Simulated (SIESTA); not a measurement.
Worked example: self-consistent single point of NiO2 (P-3m1, 3 atoms in the cell) in SIESTA.

Method of the run: LDA PW92, numerical atomic orbitals DZP, PseudoDojo LDA standard norm-conserving potentials (rewritten from UPF to PSML) run with SIESTA 5.4.2.

The change in words: lattice scaled by 0.98. Reference geometry:
```xyz
3
Lattice="2.7299 0.0000 0.0000 -1.3650 2.3642 0.0000 0.0000 0.0000 4.5047" Properties=species:S:1:pos:R:3 pbc="T T T"
Ni     0.0000     0.0000     2.2523
O      1.3650     0.7881     3.1805
O      0.0000     1.5761     1.3242
```

Reference input (self-consistent single point, DFT, LDA PW92, numerical atomic orbitals DZP, PseudoDojo LDA standard norm-conserving potentials (rewritten from UPF to PSML)): XC.functional = LDA; XC.authors = PW92; potentials = PseudoDojo LDA standard; PAO.BasisSize = DZP; PAO.EnergyShift = 0.01 Ry; MeshCutoff = 300 Ry; kgrid.MonkhorstPack = 11 11 6; OccupationFunction = FD; ElectronicTemperature = 10 K; MaxSCFIterations = 150; SCF.Mixer.Method = Pulay; SCF.Mixer.Weight = 0.2. This run's input differs from it in these lines:

```diff
@@ -12,5 +12,5 @@
 %block LatticeVectors
-     2.729930000    0.000000000    0.000000000
-    -1.364965000    2.364189000    0.000000000
-     0.000000000    0.000000000    4.504661000
+     2.675331000    0.000000000    0.000000000
+    -1.337666000    2.316905000    0.000000000
+     0.000000000    0.000000000    4.414568000
 %endblock LatticeVectors
@@ -18,5 +18,5 @@
 %block AtomicCoordinatesAndAtomicSpecies
-     0.000000000    0.000000000    2.252330500  1
-     1.364966365    0.788062212    3.180470852  2
-    -0.000001365    1.576126788    1.324190148  2
+     0.000000000    0.000000000    2.207284000  1
+     1.337666671    0.772300894    3.116861591  2
+    -0.000001671    1.544604106    1.297706409  2
 %endblock AtomicCoordinatesAndAtomicSpecies
```

Output, abridged:

```
        iscf     Eharris(eV)        E_KS(eV)     FreeEng(eV)     dDmax    Ef(eV) dHmax(eV)
   scf:    1    -5357.130808    -5426.662422    -5426.662422  1.163570 -0.778359 37.000207
   scf:    2    -5457.405690    -5456.182874    -5456.182874  0.704512 -5.354636  1.910443
   scf:    3    -5456.371355    -5456.381939    -5456.381939  0.037117 -5.312857  1.389324
   scf:    4    -5456.295111    -5456.388170    -5456.388170  0.086172 -5.788335  1.332716
   scf:    5    -5455.987886    -5456.315407    -5456.315407  0.049320 -5.486272  2.223253
   [... 2 lines left out ...]
   scf:    8    -5456.432153    -5456.431924    -5456.431924  0.003333 -5.678401  0.002045
   scf:    9    -5456.431924    -5456.431924    -5456.431924  0.000080 -5.679117  0.003137
   scf:   10    -5456.431924    -5456.431924    -5456.431924  0.000050 -5.678826  0.000033
   scf:   11    -5456.431924    -5456.431924    -5456.431924  0.000001 -5.678831  0.000017
SCF Convergence by DM+H criterion
max |DM_out - DM_in|         :     0.0000009531
max |H_out - H_in|      (eV) :     0.0000170107
SCF cycle converged after 11 iterations

Using DM_out to compute the final energy and forces

siesta: E_KS(eV) =            -5456.4319

siesta: E_KS - E_eggbox =     -5456.4319

siesta: Atomic forces (eV/Ang):
     1   -0.000000    0.000000   -0.000000
     2   -0.000026    0.000018    1.822400
     3    0.000026   -0.000018   -1.822400
   Tot   -0.000000    0.000000    0.000000
   Max    1.822400
   Res    0.859088    sqrt( Sum f_i^2 / 3N )
   Max    1.822400    constrained

Stress tensor Voigt[x,y,z,yz,xz,xy] (kbar):     -289.75     -289.75     -142.55       -0.00        0.00        0.00
(Free)E + p*V (eV/cell)    -5452.3213
Target enthalpy (eV/cell)    -5456.4319

   [... lines left out ...]
siesta: FreeEng =     -5456.431924
   [... lines left out ...]
siesta:    -0.180848    0.000001    0.000002
siesta:     0.000001   -0.180847   -0.000001
siesta:     0.000002   -0.000001   -0.088974

siesta: Cell volume =         27.363646 Ang**3

siesta: Pressure (static):
siesta:                Solid            Molecule  Units
siesta:           0.00163613          0.00119629  Ry/Bohr**3
siesta:           0.15022288          0.10983863  eV/Ang**3
siesta:         240.68358714        175.98089052  kBar
```

The run converged in 11 iterations. Against the reference run the free energy goes up by 51.5 meV/atom, the pressure goes from 5.64 to 24.07 GPa, the largest force goes from 0.688 to 1.822 eV/Å and the gap on the mesh goes from 0.809 to 0.876 eV.

The starting cell comes from a database of computed structures (which also holds hypothetical and non-ambient phases and stackings), without a prior relaxation at this level. Its lattice was rescaled by a random factor within 2.5 % of one. For this run, on top of that: lattice scaled by 0.98. Values carry the incompleteness of an atom-centred basis. With a pressure of about 24 GPa the cell is away from its equilibrium volume at this level. Forces in this geometry exceed 1 eV/Å.

Cost on one core of a shared machine: roughly 40 s.
